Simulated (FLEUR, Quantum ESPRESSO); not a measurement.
A Quantum ESPRESSO input for a self-consistent single point of Be₅Co (F-43m, 6 atoms in the cell) (DFT, PBEsol, plane waves, PSlibrary ultrasoft (PBE) pseudopotentials):

```fortran
&control
    calculation = 'scf'
    outdir = './tmp/'
    pseudo_dir = './'
    tprnfor = .true.
    tstress = .true.
/
&system
    ibrav = 2
    A = 5.767850000
    nat = 6
    ntyp = 2
    ecutwfc = 50
    ecutrho = 300
    occupations = 'smearing'
    smearing = 'fermi-dirac'
    degauss = 0.0073499
    input_dft = 'pbesol'
/
&electrons
    conv_thr = 1.0d-10
    mixing_beta = 0.3
/
ATOMIC_SPECIES
Be     9.0122  Be.pbe-n-rrkjus_psl.1.0.0.UPF
Co    58.9332  Co.pbe-n-rrkjus_psl.1.0.0.UPF
ATOMIC_POSITIONS alat
Be   -0.250000000    0.250000000    0.250000000
Be   -0.374430000    0.374430000    0.625570000
Be   -0.625570000    0.374430000    0.374430000
Be   -0.625570000    0.625570000    0.625570000
Be   -0.374430000    0.625570000    0.374430000
Co    0.000000000    0.000000000    0.000000000
K_POINTS automatic
8 8 8  0 0 0
```

Question: Translate this input to FLEUR.

Answer: This is the input that was run; spellings and numerical settings could be chosen otherwise.

Input of the input generator:

```
scf Be5Co
&input film=f /
-0.0000000000 0.7071067812 0.7071067812
0.7071067812 -0.0000000000 0.7071067812
0.7071067812 0.7071067812 -0.0000000000
7.7072212556
1.0 1.0 1.0

6
4 0.2500000000 0.2500000000 0.2500000000
4 0.6255700000 0.6255700000 0.1232900000
4 0.6255700000 0.1232900000 0.6255700000
4 0.6255700000 0.6255700000 0.6255700000
4 0.1232900000 0.6255700000 0.6255700000
27 -0.0000000000 -0.0000000000 -0.0000000000

&comp jspins=1 /
&exco xctyp='PBEs' /
&kpt div1=8 div2=8 div3=8 gamma=t /
&end /
```

```xml
<?xml version="1.0" encoding="UTF-8" standalone="no"?>
<fleurInput fleurInputVersion="0.39">
   <comment>
      scf Be5Co                                                                                           
   </comment>
   <calculationSetup>
      <cutoffs Kmax="4.5" Gmax="18.0" GmaxXC="18.0" numbands="0"/>
      <scfLoop itmax="60" minDistance="0.00001" maxIterBroyd="40" imix="Anderson" alpha="0.05" precondParam="0.0" spinf="2.0"/>
      <coreElectrons ctail="T" frcor="F" kcrel="0" coretail_lmax="0"/>
      <xcFunctional name="PBEs" relativisticCorrections="F"/>
      <magnetism jspins="1"/>
      <soc l_soc="F" theta="0.0" phi="0.0" spav="F"/>
      <expertModes spex="0" secvar="F"/>
      <geometryOptimization l_f="T" forcealpha="1.0" forcemix="BFGS" epsdisp="0.00001" epsforce="0.00001"/>
      <ldaU l_linMix="F" mixParam="0.05" spinf="1.0"/>
   </calculationSetup>
   <cell>
      <bzIntegration valenceElectrons="25.0" mode="hist" fermiSmearingEnergy="0.00367493">
         <kPointListSelection listName="default-1"/>
         <!-- k-points included here -->
         <xi:include xmlns:xi="http://www.w3.org/2001/XInclude" href="kpts.xml"> </xi:include>
      </bzIntegration>
      <!-- symmetry operations included here -->
      <xi:include xmlns:xi="http://www.w3.org/2001/XInclude" href="sym.xml"> </xi:include>
      <bulkLattice scale="1.0">
         <bravaisMatrix>
            <row-1>    0.0000000000000000     5.4498284140435391     5.4498284140435391</row-1>
            <row-2>    5.4498284140435391     0.0000000000000000     5.4498284140435391</row-2>
            <row-3>    5.4498284140435391     5.4498284140435391     0.0000000000000000</row-3>
         </bravaisMatrix>
      </bulkLattice>
   </cell>
   <atomSpecies>
      <species name="Beryllium (Be)" element="Be" atomicNumber="4">
         <mtSphere radius="1.79" gridPoints="619" logIncrement="0.016"/>
         <atomicCutoffs lmax="8" lnonsphr="6"/>
         <electronConfig flipSpins="F">
            <coreConfig>(1s1/2)</coreConfig>
            <valenceConfig>(2s1/2)</valenceConfig>
         </electronConfig>
         <energyParameters s="2" p="2" d="3" f="4"/>
      </species>
      <species name="Cobalt (Co)" element="Co" atomicNumber="27">
         <mtSphere radius="2.42" gridPoints="837" logIncrement="0.015"/>
         <atomicCutoffs lmax="10" lnonsphr="8"/>
         <electronConfig flipSpins="F">
            <coreConfig>(1s1/2) (2s1/2) (2p1/2) (2p3/2) (3s1/2)</coreConfig>
            <valenceConfig>(3p1/2) (3p3/2) (4s1/2) (3d3/2) (3d5/2)</valenceConfig>
            <stateOccupation state="(3d3/2)" spinUp="1.4" spinDown="1.4"/>
            <stateOccupation state="(3d5/2)" spinUp="2.1" spinDown="2.1"/>
         </electronConfig>
         <energyParameters s="4" p="4" d="3" f="4"/>
         <lo type="SCLO" l="1" n="3" eDeriv="0"/>
      </species>
   </atomSpecies>
   <atomGroups>
      <atomGroup species="Beryllium (Be)">
         <relPos label="                   1">1.000/4.000 1.000/4.000 1.000/4.000</relPos>
         <force calculate="T" relaxXYZ="TTT"/>
      </atomGroup>
      <atomGroup species="Beryllium (Be)">
         <relPos label="                   2">-.3744300000 -.3744300000 .1232900000</relPos>
         <relPos label="                   3">-.3744300000 .1232900000 -.3744300000</relPos>
         <relPos label="                   4">-.3744300000 -.3744300000 -.3744300000</relPos>
         <relPos label="                   5">.1232900000 -.3744300000 -.3744300000</relPos>
         <force calculate="T" relaxXYZ="TTT"/>
      </atomGroup>
      <atomGroup species="Cobalt (Co)">
         <relPos label="                   6">.0000000000 .0000000000 .0000000000</relPos>
         <force calculate="T" relaxXYZ="TTT"/>
      </atomGroup>
   </atomGroups>
   <output dos="F" band="F" slice="F">
      <checks vchk="F" cdinf="F"/>
      <bandDOS minEnergy="-.5*Htr" maxEnergy="0.5*Htr" sigma="0.015" storeEVData="T"/>
      <vacuumDOS vacdos="F" integ="F" star="F" nstars="0" locx1="0.0" locy1="0.0" locx2="0.0" locy2="0.0" nstm="0" tworkf="0.0"/>
      <unfoldingBand unfoldBand="F" supercellX="1" supercellY="1" supercellZ="1"/>
      <plotting iplot="0" polar="F">
         <plot TwoD="T" vec1="  1.0  0.0  0.0" vec2="  0.0  1.0  0.0" vec3="  0.0  0.0  1.0" zero="  0.0  0.0  0.0" file="plot"/>
      </plotting>
      <chargeDensitySlicing numkpt="0" minEigenval="0.0" maxEigenval="0.0" nnne="0" pallst="F"/>
      <specialOutput eonly="F"/>
      <magneticCircularDichroism mcd="F" energyLo="-10.0" energyUp="0.0"/>
   </output>
  <!-- We include the file relax.xml here to enable relaxations (see documentation) -->
  <xi:include xmlns:xi="http://www.w3.org/2001/XInclude" href="relax.xml"> <xi:fallback/> </xi:include>
</fleurInput>
```

Basis, cutoffs, solver keys and any potentials are the target program's own. This input uses DFT, PBEsol, all-electron FLAPW (FLEUR), scalar-relativistic valence.

The starting cell comes from a database of computed structures (which also holds hypothetical and non-ambient phases and stackings), without a prior relaxation at this level.
